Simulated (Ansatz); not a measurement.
# What isotropic strain −2.67 % does to Nb

Start from Nb in the bcc (W type) structure (space group Im-3m, No. 229; a = 3.273 Å; relaxed with 0.1 eV smearing).

One thing is altered: the cell is scaled by 0.9733 in all directions, atoms relaxed at fixed cell.

The values are results of PBEsol, PAW, 420 eV (Ansatz, a first-principles code; without spin-orbit coupling), earlier PAW set, not measurements. Settings: 28×28×28 k-points, 0.1 eV Fermi–Dirac smearing.

The volume per atom drops by 1.37 Å³ (17.53 Å³ → 16.16 Å³) and the space group stays Im-3m (No. 229). The shortest interatomic distance drops by 0.0757 Å, from 2.834 Å to 2.759 Å and the energy grows by 68 meV/atom. The pressure goes from zero to 17.0 GPa and the band gap remains zero.

Final structure:

```xyz
1
Lattice="-1.5928 1.5928 1.5928 1.5928 -1.5928 1.5928 1.5928 1.5928 -1.5928" Properties=species:S:1:pos:R:3 pbc="T T T"
Nb     0.0000     0.0000     0.0000
```

Whether these cells are dynamically stable was not tested. The final runs are not spin-polarised.
